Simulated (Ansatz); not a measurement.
```xyz
3
Lattice="12.5000 0.0000 0.0000 0.0000 13.0000 0.0000 0.0000 0.0000 4.9172" Properties=species:S:1:pos:R:3 pbc="T T T"
Se     6.9779     6.5000     0.0000
Se     5.5110     7.3470     1.6391
Se     5.5110     5.6530     3.2781
```

The numbers are results of PBE+D3(BJ) (plane waves to 420 eV, PAW; Ansatz, an electronic-structure program), not measurements. Mesh 1×1×62. No spin polarisation, so a magnetic state wasn't tested. Periodic along z alone, with about 11 Å of vacuum beside it. An idealised model. Only distortions within the start's symmetry and period were free. Pairing along the axis, which can open a gap, is among the distortions not tried. Values not marked SOC lack spin–orbit coupling.

**Question.** Tabulate the two highest filled and two lowest empty levels along the axis, from the valence top.

**Answer.** 
| k (2π/c) | v2 (eV) | v1 (eV) | c1 (eV) | c2 (eV) |
|---|---|---|---|---|
| 0.000 | -1.62 | -0.02 | 3.03 | 3.03 |
| 0.042 | -1.56 | -0.02 | 2.94 | 3.11 |
| 0.083 | -1.46 | -0.02 | 2.85 | 3.17 |
| 0.125 | -1.33 | -0.02 | 2.76 | 3.22 |
| 0.167 | -1.20 | -0.01 | 2.67 | 3.25 |
| 0.208 | -1.05 | -0.01 | 2.58 | 3.25 |
| 0.250 | -0.90 | 0.00 | 2.50 | 3.22 |
| 0.292 | -0.75 | 0.00 | 2.41 | 3.17 |
| 0.333 | -0.60 | 0.00 | 2.32 | 3.11 |
| 0.375 | -0.40 | -0.02 | 2.24 | 3.03 |
| 0.417 | -0.23 | -0.05 | 2.17 | 2.97 |
| 0.458 | -0.11 | -0.10 | 2.11 | 2.94 |
| 0.500 | -0.16 | -0.07 | 2.09 | 2.93 |
